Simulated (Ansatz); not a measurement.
Worked example: self-consistent single point of CaPd (P4mm, 2 atoms in the cell) in Ansatz (an electronic-structure program).

Level of theory: LDA (PW92), harder PAW files (source: ansatz) made with PBE (plane waves; Ansatz).

```xyz
2
Lattice="3.5162 0.0000 0.0000 0.0000 3.5162 0.0000 0.0000 0.0000 3.5162" Properties=species:S:1:pos:R:3 pbc="T T T"
Ca     0.0000     0.0000     0.0500
Pd     1.7581     1.7581     1.7581
```

Reference input (self-consistent single point, DFT, LDA (PW92), plane waves, default PAW files made with PBE): basis.ecutwfc = 420 eV; kpoints.mp_grid.grid = 9 9 9; hamiltonian.xc = lda; hamiltonian.pseudopotentials = {kind: paw} (the program's default PAW files); scf.occupations.method = fermi_dirac; scf.occupations.width = 0.1 eV. This run's input differs from it in these lines:

Ansatz 0.2 input:
```diff
@@ -9,3 +9,3 @@
 basis:
-  ecutwfc: 420.0
+  ecutwfc: 1200.0
 kpoints:
@@ -17,2 +17,3 @@
     kind: paw
+    source: ansatz
 scf:
```

The program printed (abridged):

```
SCF iter   1: F=—  HF=-8636.874539 eV  |F-HF|=—  |Δ(HF+E_count)|=         —  Δρ=5.49e-1  dr2=2.42e2  ethr=3.10e-3  ⟨swp⟩=6.6  Hψ=8023  notcnv=0
all-band conjugate gradients solve this SCF's bands
preconditioner: auto → Kerker (q_TF=auto, 2.535 Å⁻¹)
SCF iter   2: F=—  HF=-8620.338420 eV  |F-HF|=—  |Δ(HF+E_count)|=    1.65e1  Δρ=1.04e-1  dr2=4.86e0  ethr=3.10e-3  ⟨swp⟩=3.9  Hψ=3627  notcnv=0  defer=1
   [... lines left out ...]
SCF iter   7: F=—  HF=-8619.769734 eV  |F-HF|=—  |Δ(HF+E_count)|=   3.40e-6  Δρ=1.55e-4  dr2=1.20e-5  ethr=2.11e-7  ⟨swp⟩=2.1  Hψ=2307  notcnv=0
SCF iter   8: F=—  HF=-8619.769733 eV  |F-HF|=—  |Δ(HF+E_count)|=   1.10e-6  Δρ=6.00e-5  dr2=3.26e-6  ethr=4.30e-8  ⟨swp⟩=1.0  Hψ=1352  notcnv=0
SCF iter   9: F=—  HF=-8619.769732 eV  |F-HF|=—  |Δ(HF+E_count)|=   4.58e-7  Δρ=2.68e-5  dr2=7.35e-7  ethr=1.16e-8  ⟨swp⟩=1.2  Hψ=1367  notcnv=0
SCF iter  10: F=-8619.769732 eV  HF=-8619.769732 eV  |F-HF|=2.71e-10  |Δ(HF+E_count)|=   1.81e-7  Δρ=2.89e-6  dr2=2.71e-9  ethr=3.57e-10  ⟨swp⟩=3.7  Hψ=5615  notcnv=0
SCF 1 converged in 10 iterations: F = -8619.769732 eV  dr2 = 2.71e-9
Free energy (F): -8619.769732 eV
Internal energy: -8619.740356 eV  (E = F + TS)
E sigma→0 (E₀):  -8619.755044 eV
Entropy (-TS):   -0.029376 eV (-14.688 meV/atom)
Fermi energy:    11.073172 eV
--- Forces (eV/Å), atoms counted from 1 ---
  atom   1  Ca    -0.00000000     0.00000000    -0.10410090
  atom   2  Pd     0.00000000     0.00000000     0.10410846
--- Stress (GPa, compression-positive) ---
       -5.413716       0.000000      -0.000000
        0.000000      -5.413716       0.000000
        0.000000       0.000000      -5.440084
  P = ⅓ Tr σ = -5.4225 GPa (-54.225 kbar)
  The stress holds the Pulay correction. Without it, at fixed plane waves, as pw.x and ABINIT print it: P = -5.4337 GPa
```

The run converged in 10 iterations. Against the reference run the pressure moves little (-5.41 to -5.42 GPa) and the largest force stays at 0.104 eV/Å.

The starting cell comes from a database of computed structures (which also holds hypothetical and non-ambient phases and stackings), without a prior relaxation at this level. Its lattice was rescaled by up to half a per cent. One atom was moved a little off its site on purpose. Spin polarisation is off. Ansatz's pressure includes its estimate of the finite-basis (Pulay) stress.
